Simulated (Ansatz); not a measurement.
**Phonon-limited transport in ScPd (Pm-3m)**

Here is the system:

```xyz
2
Lattice="3.2685 0.0000 0.0000 0.0000 3.2685 0.0000 0.0000 0.0000 3.2685" Properties=species:S:1:pos:R:3 pbc="T T T"
Sc     1.6342     1.6342     1.6342
Pd     0.0000     0.0000     0.0000
```

Level of theory: PBEsol, DFPT electron-phonon coupling, linearised Boltzmann equation (plane waves, PAW, scalar-relativistic; Ansatz, a quantum-chemistry and plane-wave program). How the cell was made: relaxed with this functional, without spin-orbit coupling.

| Quantity | Value |
|---|---|
| resistivity at 300 K | 11.9 μΩ·cm |
| resistivity at 77 K | 2.3 μΩ·cm |
| electron mean free path at 300 K (weighted by the current that each state carries) | 7.0 nm |
| density of states at the Fermi level | 0.69 states/(eV·spin·cell) |
| Drude plasma energy | 6.6 eV |
| Hall coefficient at 300 K | -3.9 ×10⁻¹¹ m³/C |

A metal at this level (no band gap). Only scattering by harmonic phonons is included (no impurities, grain boundaries, electron-electron scattering or thermal expansion). Spin-orbit coupling is left out. The squared frequency of the phonon mode least converged on the k mesh is uncertain by 22 %. Halving the electron mesh (28x28x28) moves the resistivity by up to 1 % at 300 K, the mean free path by up to 6 %. Smearing 0.20 eV; phonons on a 4x4x4 q mesh, which this run doesn't test and which matters most at low temperature.

Formula and space group known from diffraction (Crystallography Open Database), not checked to be the room-temperature form: ScPd (Pm-3m).
